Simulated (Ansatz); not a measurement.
The reference is HfO₂ in the fluorite structure (space group Fm-3m, No. 225; a = 5.0589 Å). Axes: x, y, z lie along the cube axes.

Method: Ansatz (a program for electronic structure), r2SCAN, PAW, cutoff 500 eV, spin-orbit coupling left out, earlier PAW set.

The change: the cell is scaled by 0.9822 in all directions; the atoms relax in the strained cell.

**Question.** Predict the stress tensor and what it implies for the stiffness.

**Answer.** Stress of the strained cell less that of the base (GPa, compression positive):
```
  16.33    0.00    0.00
   0.00   16.33    0.00
   0.00    0.00   16.33
```

Then B = −ΔP/(ΔV/V₀) with ΔV/V₀ = -0.0525 gives secant stiffness values (nonlinear terms included at this strain): B ≈ 311 GPa.

As a check, the harmonic strain energy −½ V₀ Δσ:ε is 29 meV/atom; the computed energy rise is 28 meV/atom.

Stability against distortions was not tested. This is not the structure that HfO2 has at room temperature and ambient pressure.
